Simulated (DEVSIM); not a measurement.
Device: Ge n-p junction from an implanted or diffused profile, at 300 K.

| layer (left to right) | material | thickness (μm) | Na (cm⁻³) | τn (s) | τp (s) |
|---|---|---|---|---|---|
| 1 | Ge | 43.0 | 1.8e14 | 6.1e-5 | 6.1e-5 |

Added donor profile: 1.7e18 cm⁻³ × exp(−(x − 0 μm)²/(2·(0.023 μm)²)). Left contact: ohmic. Right contact: ohmic. Voltage is applied to the left contact. Recombination: SRH at mid-gap, radiative. Mobility is constant in doping.

Constants are typed, rounded textbook-type inputs, not results; the design itself was drawn at random and stands for no fabricated device. Values at 300 K.

```
parameter           Ge
-------------  -------
gap (eV)         0.664
affinity (eV)        4
permittivity        16
Nc (cm⁻³)      1.04e19
Nv (cm⁻³)         6e18
μn (cm²/Vs)       3900
μp (cm²/Vs)       1900
B (cm³/s)      6.4e-14
```

Model (solved in DEVSIM): 1D drift-diffusion, Boltzmann statistics, complete ionisation; no tunnelling, impact ionisation, image-force lowering or self-heating.

The peak of the profile was swept, all else fixed.

| peak of the profile (cm^-3) | dark forward voltage at 100 A/cm² (V) | potential step across the device at zero bias (V) |
|---|---|---|
| 1.7e17 | 0.713 | 0.289 |
| 3.4e17 | 0.639 | 0.307 |
| 8.5e17 | 0.554 | 0.330 |
| 1.7e18 | 0.500 | 0.348 |
| 3.4e18 | 0.455 | 0.366 |

From the first row to the last the dark forward voltage at 100 A/cm² goes from 0.713 to 0.455. From the first row to the last the potential step across the device at zero bias goes from 0.289 to 0.366.
